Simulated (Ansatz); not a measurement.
# A computed series for Mg: pressure series

Start from Mg in the hcp (Mg type) structure (space group P6_3/mmc, No. 194; a = 3.186 Å, c = 5.223 Å).

Cell and atoms are relaxed at each pressure.

All numbers come from Ansatz (an electronic-structure program) PBE, scalar-relativistic without spin-orbit coupling, earlier PAW set.

```tsv
pressure (GPa)	volume per atom (Å³/atom)
-2	24.461
0	22.961
0.3	22.775
0.7	22.536
1.5	22.092
3	?
5	20.543
7.5	19.692
10	18.978
```

Question: Fit the third-order Birch–Murnaghan form P(V) = (3B₀/2)[(V₀/V)^(7/3) − (V₀/V)^(5/3)]·[1 + (3/4)(B₀′ − 4)((V₀/V)^(2/3) − 1)] (squares taken in P) to the rows shown and predict the withheld row.

Answer: Least squares on the printed values gives V₀ = 22.964 Å³/atom, B₀ = 36.0 GPa, B₀′ = 4.0; this predicts 21.362 Å³/atom, and the run gives 21.363 Å³/atom, in agreement.

Load acts through the strain it causes; cell and atoms are relaxed under it. No phonon test of stability was made. Competing high-pressure phases were not computed.
